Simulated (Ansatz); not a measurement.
The reference is TiAl (space group P4/mmm, No. 123; a = 2.766 Å, c = 4.002 Å; relaxed with 0.1 eV smearing). Axes: x, y, z lie along a, b, c of the conventional cell.

Computed with LDA in Ansatz (plane waves to 420 eV, PAW, spin-orbit coupling left out).

Strains are applied to the cell and any free atomic positions relax.

One change was made to it. Results:

```json
[
 {"quantity": "energy relative to the base (free energy F)", "base": "0 meV/atom", "after": "+0.2 meV/atom"},
 {"quantity": "shortest interatomic distance", "base": "2.766 Å", "after": "2.766 Å"}
]
```

Q: What was done to the base?
A) tensor shear ε_xz = +0.29 %
B) tensor shear ε_xz = +2.00 %
C) tensor shear ε_xz = +1.71 %

A: A, tensor shear ε_xz = +0.29 %. For comparison, the energy relative to the base in the other runs: tensor shear ε_xz = +2.00 % gives +9.5 meV/atom; tensor shear ε_xz = +1.71 % gives +7.0 meV/atom.

Stability against distortions was not tested. The final runs are not spin-polarised.

Ansatz is a program for electronic structure.
